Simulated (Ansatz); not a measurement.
The parent structure is HfN in the rock salt structure (space group Fm-3m, No. 225; a = 4.548 Å).

(Cell as relaxed with PBE.)

Levels (all Ansatz, an electronic-structure program, PAW, earlier PAW set): PBE (420 eV, without spin-orbit coupling); r2SCAN (500 eV, spin-orbit coupling left out).

Each level relaxes its own structure.

```json
[
 {"base": "volume per atom", "PBE": "11.76 Å³", "r2SCAN": "11.59 Å³"},
 {"base": "lattice parameter a", "PBE": "4.548 Å", "r2SCAN": "4.526 Å"},
 {"base": "band gap", "PBE": "zero", "r2SCAN": "zero"}
]
```

Now apply this change: full substitution Hf → Ta; the structure is relaxed again.

| quantity | PBE | r2SCAN |
|---|---|---|
| shortest interatomic distance | 2.208 Å | [?] |
| band gap | zero | [?] |

Question: What does r2SCAN give?

Answer: 
- shortest interatomic distance, r2SCAN: 2.198 Å
- band gap, r2SCAN: zero

PBE's shortest interatomic distance lies 0.010 Å above r2SCAN's (0.5 %); the two agree on the band gap. Neither level is exact; r2SCAN is the comparison here, not a measurement.

Whether these cells are dynamically stable was not tested. All final runs are without spin polarisation. An odd electron count without spin: HfN. This is not the structure that TaN has at room temperature and ambient pressure.
